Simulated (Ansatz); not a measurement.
System: Ti5Te4 (I4/m, No. 87). Method: LDA (Ansatz, an electronic-structure program, plane waves, PAW).

Settings: plane-wave cutoff 520 eV, 16×16×16 k mesh, Fermi–Dirac smearing 0.05 eV, no spin polarisation, scalar-relativistic PAW data made under PBE.

Cell (relaxed at this level):

```
Ti5Te4
1.0
   -4.99504     4.99504     1.81388
    4.99504    -4.99504     1.81388
    4.99504     4.99504    -1.81388
Ti Te
5 4
Cartesian
  0.00000   0.00000   0.00000
  1.87197  -1.24495   1.81388
  3.12307   6.24000   0.00000
  3.75009   3.12307   0.00000
  1.24495   1.87197   1.81388
  4.42755  -2.18926   1.81388
  0.56749   7.18430   0.00000
  2.80578   0.56749   0.00000
  2.18926   4.42755   1.81388
```

**Question.** Give the computed bulk modulus and pressure derivative B′ of the bulk modulus.

**Answer.** 
- bulk modulus: 82.9 GPa
- pressure derivative B′ of the bulk modulus: 5.0

The run finds no gap.

Note: the volume lies 7 % below that of the published cell; the bulk modulus comes from volumes at which shape and atoms were relaxed.

Spin–orbit coupling is not included; it can open a gap where bands touch, and shift volumes and moduli.

Computed values are for the static lattice.
